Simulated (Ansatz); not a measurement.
A computed series for Re: response to strain

Base system: Re in the hcp (Mg type) structure (space group P6_3/mmc, No. 194; a = 2.752 Å, c = 4.440 Å; relaxed with 0.1 eV smearing). Axes: x lies along a and z along c of the hexagonal cell.

Strains are applied to the cell and any free atomic positions relax.

Level of theory: PBEsol/PAW in Ansatz (a quantum-chemistry and plane-wave program), no spin-orbit coupling.

Notes on the quantities. energy relative to the base: free energy F; pressure: mean of the normal stresses, compression positive.

| variant | volume per atom | energy relative to the base | pressure |
|---|---|---|---|
| base | 14.56 Å³ | 0 meV/atom | 0.0 GPa |
| uniaxial strain ε_zz = −3.00 % | 14.12 Å³ | (withheld) | 13.1 GPa |
| uniaxial strain ε_zz = −2.50 % | 14.20 Å³ | +21 meV/atom | 10.7 GPa |
| uniaxial strain ε_zz = −2.00 % | 14.27 Å³ | +13 meV/atom | 8.4 GPa |
| uniaxial strain ε_zz = −1.50 % | 14.34 Å³ | (withheld) | 6.2 GPa |
| uniaxial strain ε_zz = −0.50 % | 14.49 Å³ | +0.8 meV/atom | 2.0 GPa |
| uniaxial strain ε_zz = +1.00 % | 14.71 Å³ | +3.1 meV/atom | -3.8 GPa |
| uniaxial strain ε_zz = +1.50 % | 14.78 Å³ | +7.0 meV/atom | -5.6 GPa |
| uniaxial strain ε_zz = +2.00 % | 14.85 Å³ | +12 meV/atom | -7.3 GPa |
| uniaxial strain ε_zz = +2.50 % | 14.92 Å³ | +19 meV/atom | -9.0 GPa |

Task: Some entries are withheld; estimate them.

Result: 
- uniaxial strain ε_zz = −3.00 %, energy relative to the base: +31 meV/atom
- uniaxial strain ε_zz = −1.50 %, energy relative to the base: +7.4 meV/atom

Stability against distortions was not tested. All final runs are without spin polarisation.
